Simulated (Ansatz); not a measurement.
The starting structures come from a database of crystals and need not be the phases stable at ambient conditions.

 Where the default PAW files enter, the runs use the earlier of Ansatz's two default sets.

```
CELL_PARAMETERS angstrom
      4.78766     0.00000     0.00000
      0.00000     7.73386     0.00000
      2.25654     3.86693     5.45145
ATOMIC_POSITIONS crystal
  Ba 0.31542 0.17385 0.65230
  Ba 0.68458 0.82615 0.34770
  P  0.02375 0.40958 0.18084
  P  0.97625 0.59042 0.81916
  P  0.70830 0.81318 0.83518
  P  0.29170 0.18682 0.16482
  P  0.29170 0.64836 0.16482
  P  0.70830 0.35164 0.83518
```

Space group of this cell: C2/m. The cell is taken as given.

Transport runs along the normal of the first two printed cell vectors.

The gap is the functional's own. No spin-orbit coupling. Mid-gap values are interpolated on the energy grid.

**Question.** Predict the band gap and the smallest decay constant κ at mid-gap from r2SCAN run with Ansatz (an electronic-structure program).

**Answer.** Gap 0.89 eV on a 8×6×6 mesh; κ = 0.203 1/Å, at the zone centre.
